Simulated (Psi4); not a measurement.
Psi4 1.11, TPSS/def2-svp: pentafluorosilicate (F[Si-](F)(F)(F)F), charge -1, multiplicity 1, 6 atoms. The geometry is a generated start, not checked to be a minimum at this level.

```yaml
task: energy
method: tpss
basis: def2-svp
memory: 3 GB
maxiter: 100
keys_of_the_molecule_block: symmetry c1
scf_type: df (default)
e_convergence: 1e-06 (default)
d_convergence: 1e-06 (default)
dft_radial_points: 75 (default)
dft_spherical_points: 302 (default)
basis_functions: 88
grid_points: 130340
```

```xyz
6

F     -1.0092    -1.1393    -0.6537
Si     0.0156    -0.0398     0.0195
F      1.1521    -0.5373    -1.0624
F     -0.9147    -0.1097     1.3792
F     -0.4904     1.3334    -0.6531
F      1.2466     0.4926     0.9706
```

Charge -1 and multiplicity 1 are set for this test and not shown to be the ground state.

With the defaults (diis = true, scf_initial_accelerator = adiis, damping_percentage = 0, guess = auto, which took SAD, diis_max_vecs = 10, level_shift = 0, level_shift_cutoff = 0.01, diis_start = 1) it converges in 8 SCF iterations. One run each on 2 threads, with these changes:
- damping_percentage = 20
- guess = gwh
- guess = sadno
- diis = false, scf_initial_accelerator = none, damping_percentage = 60
- level_shift = 0.5, level_shift_cutoff = 0.001
- diis_max_vecs = 6
- guess = huckel
- diis_max_vecs = 20
- diis_start = 4

Question: Which of these changes keep the SCF from converging, or lead it to another solution?

Answer: No convergence: diis = false, scf_initial_accelerator = none, damping_percentage = 60 (the run ends without SCF convergence in 100 iterations). The rest reach the solution of the defaults.

```json
[
 {"setting": "the defaults", "SCF iterations": "8", "end": "same solution"},
 {"setting": "level_shift = 0.5, level_shift_cutoff = 0.001", "SCF iterations": "8", "end": "same solution"},
 {"setting": "diis_max_vecs = 20", "SCF iterations": "8", "end": "same solution"},
 {"setting": "diis_max_vecs = 6", "SCF iterations": "9", "end": "same solution"},
 {"setting": "guess = sadno", "SCF iterations": "10", "end": "same solution"},
 {"setting": "guess = huckel", "SCF iterations": "10", "end": "same solution"},
 {"setting": "guess = gwh", "SCF iterations": "10", "end": "same solution"},
 {"setting": "diis_start = 4", "SCF iterations": "12", "end": "same solution"},
 {"setting": "damping_percentage = 20", "SCF iterations": "21", "end": "same solution"},
 {"setting": "diis = false, scf_initial_accelerator = none, damping_percentage = 60", "SCF iterations": "100", "end": "no convergence"}
]
```
